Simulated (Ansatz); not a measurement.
# Habitual settings against a tight run: Cu₈O (Amm2, 9 atoms in the cell)

Self-consistent single point.

```
Cu8O
1.0
    5.37943     0.00000     0.00000
    0.00000     2.76591     3.66121
    0.00000    -2.76591     3.66121
Cu O
8 1
Direct
  0.00000   0.56988   0.14764
  0.00000   0.14764   0.56988
  0.50000   0.63557   0.12887
  0.50000   0.12887   0.63557
  0.26495   0.62299   0.62299
  0.73505   0.62299   0.62299
  0.71609   0.14267   0.14267
  0.28391   0.14267   0.14267
  0.00000   0.98673   0.98673
```

Level of theory: PBEsol, PAW files made with PBE (plane waves; Ansatz, a quantum-chemistry and plane-wave program).

Base settings: basis.ecutwfc = 420 eV; kpoints.mp_grid.grid = 5 6 6; hamiltonian.xc = pbesol; hamiltonian.pseudopotentials = {kind: paw} (the program's default PAW files); scf.occupations.method = methfessel_paxton; scf.occupations.width = 0.2 eV.

Tight run (finer mesh or higher cutoff; not a proven limit): basis.ecutwfc: 420 eV → 590 eV; kpoints.mp_grid.grid: 5 6 6 → 7 9 9; scf.convergence.dr2_threshold: default (1e-07 eV) → 1e-09 eV. It gave Fermi level (on the code's own zero) 14.29 eV; pressure -5.78 GPa; largest force (vector length) 0.210 eV/Å.

Quick runs, as changes from the base:
- A: the base itself
- B: basis.ecutwfc: 420 eV → 250 eV; kpoints.mp_grid.grid: 5 6 6 → 1 1 1; scf.occupations.method: methfessel_paxton → fermi_dirac
- C: basis.ecutwfc: 420 eV → 210 eV; kpoints.mp_grid.grid: 5 6 6 → 2 2 2; hamiltonian.xc: pbesol → lda [LDA (PW92)]
- D: basis.ecutwfc: 420 eV → 210 eV; kpoints.mp_grid.grid: 5 6 6 → 8 8 8; scf.occupations.method: methfessel_paxton → gaussian; scf.convergence.dr2_threshold: default (1e-07 eV) → 0.001 eV
- E: basis.ecutwfc: 420 eV → 250 eV; kpoints.mp_grid.grid: 5 6 6 → 3 3 3; hamiltonian.xc: pbesol → lda [LDA (PW92)]
- F: basis.ecutwfc: 420 eV → 295 eV; kpoints.mp_grid.grid: 5 6 6 → 8 8 8; scf.occupations.method: methfessel_paxton → fermi_dirac; scf.occupations.width: 0.2 eV → 0.136 eV; scf.convergence.dr2_threshold: default (1e-07 eV) → 0.0001 eV

Energies are extrapolated to zero smearing width, which holds to low order in the width alone.

Dashes: energy of C, E, another energy zero.

† marks runs with another functional, U, potentials or spin treatment: their distance from the tight run is not a convergence error alone.

The count of work is k-points × plane waves × bands × iterations; it is no time. 

Pressures in the table are Ansatz's without its Pulay estimate, at a fixed set of plane waves; the tight run's value above holds the estimate.

The starting cell comes from a database of computed structures (which also holds hypothetical and non-ambient phases and stackings), without a prior relaxation at this level. Its lattice was rescaled by a random factor within 2.5 % of one. Spin polarisation is off, so a magnetic state, if there is one, cannot be reached. In the base run, with a pressure of about -6 GPa the cell is away from its equilibrium volume at this level. The run gives no clean gap (levels at the Fermi energy touch, overlap or are partly filled at this smearing), which alone does not show that the compound is a metal.

| run | energy less tight (meV/atom) | pressure less tight (GPa) | largest miss in a force vector (eV/Å) | count of work / tight |
|---|---|---|---|---|
| A | 3.7 | -0.11 | 0.016 | 0.19 |
| B | 2008.2 | -131.11 | 0.868 | 0.0018 |
| C† | – | -424.24 | 1.721 | 0.011 |
| D | 6379.1 | -422.40 | 1.789 | 0.12 |
| E† | – | -124.53 | 0.439 | 0.014 |
| F | 214.6 | -24.16 | 0.113 | 0.20 |

Among the runs at the tight run's level, the energy misses run from 3.7 to 6379.1 meV/atom.

Keys are those of Ansatz 0.2.
